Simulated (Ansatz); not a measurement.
Defect migration in 3C silicon carbide: B-vacancy pair (B on one host C site, one C site vacant), charge state +1. The step: a nearby C atom hops onto the vacant site (B-vacancy distance between ideal sites 3.10 → 5.36 Å); the atom moves 3.05 Å along (0.50, 0.00, 0.49) of the unit cell; the moving atom starts with neighbours Si at 1.87, 2 Si at 1.90, Si at 1.92 Å and ends with Si at 1.84, Si at 1.90, Si at 1.91, Si at 1.93 Å. DFT values are from Ansatz (plane-wave PAW, 420 eV unless said) in a cell of 64 host sites, spin-restricted, static, with no finite-size correction. The charge state is imposed; whether it is stable for some Fermi level was not computed. Forms of the defect that were not tried may lie lower. For the PBE band: the program found a first-order saddle point.

```csv
Level,Forward barrier (eV),Cost of the band or of the saddle's single point
"CHGNet universal potential (has no charge state), its own band",2.72,-
"PBE, a 2×2×2 k-point mesh shifted by half a step, band relaxed",5.15,about 70 core-minutes (a rough figure)
"PBE, a 3×3×3 k-point mesh shifted by half a step, same geometries",5.16,around 4 core-minutes (rough)
"r2SCAN at 500 eV, a 2×2×2 k-point mesh shifted by half a step, same geometries",5.60,roughly 2.7 core-minutes
```

Ansatz is a program for electronic structure.
